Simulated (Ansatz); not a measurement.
Results of PBEsol (Ansatz, a quantum-chemistry and plane-wave program, plane waves, PAW) for HgSe (P3₂21, No. 154, 6 atoms in the cell; start mp-1018722; a measured phase of this formula has another space group).

Run with plane-wave cutoff 520 eV, 10×10×4 k mesh (along the axes of the cell as run), Fermi–Dirac smearing 0.01 eV, scalar-relativistic PAW data made under PBE.

Cell (relaxed at this level):

```yaml
crystal:
  lattice:
    - [3.68895, -2.12988, 0.00123]
    - [3.68895, 2.12988, 0.00123]
    - [-0.00377, 0.00000, 9.66876]
  atoms:
    - { symbol: Hg, position: [0.32598, 0.67402, 0.00000] }
    - { symbol: Hg, position: [0.99983, 0.32630, 0.66667] }
    - { symbol: Hg, position: [0.67370, 0.00017, 0.33333] }
    - { symbol: Se, position: [0.47328, 0.52672, 0.50000] }
    - { symbol: Se, position: [0.99982, 0.47363, 0.16666] }
    - { symbol: Se, position: [0.52637, 0.00018, 0.83334] }
```

What does this level give for the band gap and smallest direct gap on the k points sampled?


* **band gap**: 0.60 eV
* **smallest direct gap on the k points sampled**: 0.67 eV

Spin–orbit coupling is not included; with these elements it can move the gap by several tenths of an eV or more.

Computing time: very roughly 80 core-seconds.

A start named mp-… is a Materials Project structure, which need not be a measured phase.
